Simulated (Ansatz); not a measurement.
Start from SrHfO$_{3}$ (space group I4/mcm, No. 140; a = 5.714 Å, c = 8.271 Å; a cell from a computed database, its experimental status unchecked).

One thing is altered: every Hf is replaced by Ti; the structure is relaxed again.

Method: Kohn–Sham DFT with the PBEsol functional, run in Ansatz (an electronic-structure program) with PAW and 420 eV plane waves, without spin-orbit coupling.

Base, band edges from the VBM (valence, conduction): M -0.06, 4.87; G -0.35, 5.32; R -0.35, 5.32; X -0.03, 4.45; Γ 0.00, 4.09; S₀ -0.12, 5.41; S -0.12, 5.41; N -0.24, 5.78; P -0.43, 5.57 eV.

Give the band edges at the high-symmetry points of the new zone, measured from its valence-band maximum.


```json
[
 {"point": "Γ", "valence edge (eV)": "-0.01", "conduction edge (eV)": "1.97"},
 {"point": "X", "valence edge (eV)": "-0.04", "conduction edge (eV)": "2.10"},
 {"point": "P", "valence edge (eV)": "-0.60", "conduction edge (eV)": "3.08"},
 {"point": "N", "valence edge (eV)": "-0.58", "conduction edge (eV)": "3.46"},
 {"point": "M", "valence edge (eV)": "-0.06", "conduction edge (eV)": "2.14"},
 {"point": "S", "valence edge (eV)": "-0.25", "conduction edge (eV)": "2.71"},
 {"point": "S₀", "valence edge (eV)": "-0.25", "conduction edge (eV)": "2.71"},
 {"point": "R", "valence edge (eV)": "-0.56", "conduction edge (eV)": "3.05"},
 {"point": "G", "valence edge (eV)": "-0.56", "conduction edge (eV)": "3.05"}
]
```

The gap is 1.97 eV, indirect, Γ–X (29 % along) → Γ.

With Hf present, leaving out spin-orbit coupling can change the band edges. Stability against distortions was not tested. All final runs are without spin polarisation. This is not the structure that SrTiO3 has at room temperature and ambient pressure.
